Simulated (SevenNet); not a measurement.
## CsCl-type CoAl

The numbers are results of the machine-learned potential SevenNet-0 (trained on PBE and PBE+U data), not measurements.

Cell (relaxed at this level):

```
CELL_PARAMETERS angstrom
      2.85498     0.00000     0.00000
      0.00000     2.85498     0.00000
      0.00000     0.00000     2.85498
ATOMIC_POSITIONS crystal
  Al 0.50000 0.50000 0.50000
  Co 0.00000 0.00000 0.00000
```

| Quantity | Value |
|---|---|
| equilibrium lattice constant a | 2.855 Å |
| volume per atom | 11.64 Å³/atom |

Measured, for comparison: lattice constant a 2.861 Å, equilibrium volume per atom 11.71 Å³/atom (room temperature, not corrected to a static lattice; as tabulated in Yamada et al. (2019), arXiv:1910.09660). Computed (rounded) less measured: lattice constant a -0.2 %, equilibrium volume per atom -0.6 %. A static lattice is as a rule a little smaller and stiffer than an uncorrected measurement, which narrows the difference in the equilibrium volume per atom and would widen misses of the other sign.

A machine-learned potential is trained on density-functional data: it inherits that level's misses and adds fitting errors of its own.
